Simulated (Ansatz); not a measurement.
The reference is BP in the zinc blende structure (space group F-43m, No. 216).

```
BP
1.0
    0.00000     2.26010     2.26010
    2.26010     0.00000     2.26010
    2.26010     2.26010     0.00000
B P
1 1
Direct
  0.00000   0.00000   0.00000
  0.25000   0.25000   0.25000
```

Cartesian axes are those of the cell as printed.

All numbers come from PBEsol (Ansatz, a first-principles code; PAW; 420 eV plane waves; no spin-orbit coupling).

Before the change:

```
Property              Result
-------------------  -------
Band gap             1.11 eV
Smallest direct gap  3.38 eV
```

It is then changed as follows: the cell is compressed by 2.00 % along z with no lateral relaxation, atoms relaxed at fixed cell.

Task: What happens to the stress, band gap, smallest direct gap and hole mass?

Result: The stress (xx, yy, zz, yz, xz, xy; compression positive) is (1.78, 1.78, 7.07, 0.00, 0.00, 0.00) GPa; the band gap falls by 0.33 eV (1.11 eV → 0.78 eV); the smallest direct gap drops by 0.17 eV, from 3.38 eV to 3.21 eV; the hole mass amounts to 0.36 mₑ along z, 0.23 mₑ across (at Γ).

The cells carry an imposed strain or load. Effective masses come from finite differences of ±0.01 Å⁻¹. Stability against distortions was not tested.
